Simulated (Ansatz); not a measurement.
# A constructed model of the (110) surface of bcc W, a cell of two sites (a+b, b-a) layer of Bi, one a cell, on the site that continues the host's stacking (bottom of the slab: a bare face, its two planes held)

All values below come from PBE (plane waves to 420 eV, PAW; Ansatz, a first-principles code).

Model: 13-atom slab, 14.1 Å thick at the start with caps and adatoms, 12x8x1 mesh, Fermi-Dirac 0.1 eV, dipole correction, 4 atoms held, the rest relaxed; held to the start's symmetry, so lower structures may exist; no spin, no spin-orbit, no U. It is one candidate, not shown to be the stable structure of the face.

The work function of the top face is 4.01 eV and the energy released by relaxation comes out as 0.53 eV. The cost is roughly 11 core-minutes.
